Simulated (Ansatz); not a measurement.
CrCuO2: pressure 2.1 GPa

The reference is CrCuO2 (space group R-3m, No. 166; a = 3.013 Å, c = 17.112 Å (hexagonal axes); ferromagnetic).

Now apply this change: cell and atoms relaxed at a pressure of 2.1 GPa.

Computed with PBE (Ansatz, a first-principles code), without spin-orbit coupling. Γ-centred 13×13×13 mesh, Fermi–Dirac width 0.05 eV.

- Volume per atom: 11.06 Å³ (base 11.21 Å³)
- c/a ratio: 5.707 (base 5.680)
- Shortest interatomic distance: 1.850 Å (base 1.856 Å)
- Enthalpy H = E + PV relative to the base's energy: +0.15 eV/atom
- Band gap: 1.09 eV (base 1.08 eV)
- Gap character: indirect, S₂–F (12 % along) → k = (0.077, 0.385, 0.385) in the run's primitive reciprocal basis (base indirect, S₂–F (12 % along) → k = (0.077, 0.385, 0.385) in the run's primitive reciprocal basis)
- Smallest direct gap: 1.29 eV (base 1.29 eV)
- Width of the top valence band: 1.74 eV (base 1.69 eV)
- Magnetic state: ferromagnetic (base ferromagnetic)

Final structure:

```
CELL_PARAMETERS angstrom
      1.49713     0.86437     5.69647
     -1.49713     0.86437     5.69647
      0.00000    -1.72874     5.69647
ATOMIC_POSITIONS crystal
  Cu 0.00000 0.00000 0.00000
  Cr 0.50000 0.50000 0.50000
  O  0.10824 0.10824 0.10824
  O  0.89176 0.89176 0.89176
```

Load acts through the strain it causes; cell and atoms are relaxed under it. Stability against distortions was not tested. No Hubbard U is applied and the magnetic state is the run's own (CrCuO2 ferromagnetic); other magnetic orders, which need larger cells, were not tried and can change the gap.
